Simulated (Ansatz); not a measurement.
The reference is K$_{2}$S in the anti-fluorite structure (space group Fm-3m, No. 225; a = 7.462 Å).

The values are results of PBE in Ansatz (plane waves to 420 eV, PAW, spin-orbit coupling left out), not measurements.

Before the change:

The band gap comes out as 2.32 eV. The pressure is 0.01 GPa.

Modification: every lattice vector is stretched by 3.00 %, atoms relaxed at fixed cell.

What does the calculation give for the band gap and pressure after the change?

The band gap decreases by 0.22 eV to 2.10 eV; the pressure falls by 1.34 GPa to -1.33 GPa.

The cells carry an imposed strain or load. Whether these cells are dynamically stable was not tested.

Ansatz is a quantum-chemistry and plane-wave program.
